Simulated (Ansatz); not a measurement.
Take C in the diamond structure (space group Fd-3m, No. 227) as the base.

```yaml
crystal:
  lattice:
    - [0.00000, 1.78014, 1.78014]
    - [1.78014, 0.00000, 1.78014]
    - [1.78014, 1.78014, 0.00000]
  atoms:
    - { symbol: C, position: [0.50000, 0.50000, 0.50000] }
    - { symbol: C, position: [0.75000, 0.75000, 0.75000] }
```

Cartesian axes are those of the cell as printed.

Computed with DFT with r2SCAN, PAW potentials and a 500 eV plane-wave cutoff in Ansatz (a program for electronic structure), no SOC, earlier PAW set.

Strains are applied to the cell and any free atomic positions relax; under biaxial strain the out-of-plane vector relaxes too.

One change was made to it. Results:

```json
[
 {"quantity": "smallest direct gap", "base": "5.89 eV", "after": "5.71 eV"},
 {"quantity": "band gap", "base": "4.36 eV", "after": "4.30 eV"}
]
```

Problem. Name the change that was made.
A. biaxial strain +1.13 %, plane normal [111], relaxed out of plane
B. biaxial strain +2.46 %, plane normal [110], relaxed out of plane
C. isotropic strain −5.36 %
D. biaxial strain −0.55 %, plane normal [111], relaxed out of plane

Solution. A, biaxial strain +1.13 %, plane normal [111], relaxed out of plane. For comparison, the band gap in the other runs: isotropic strain −5.36 % gives 4.77 eV; biaxial strain −0.55 %, plane normal [111], relaxed out of plane gives 4.38 eV; biaxial strain +2.46 %, plane normal [110], relaxed out of plane gives 4.08 eV.

A biaxial case was relaxed in a doubled cell and then solved in the primitive one. Semilocal Kohn–Sham gaps tend to fall short of experiment. Whether these cells are dynamically stable was not tested.
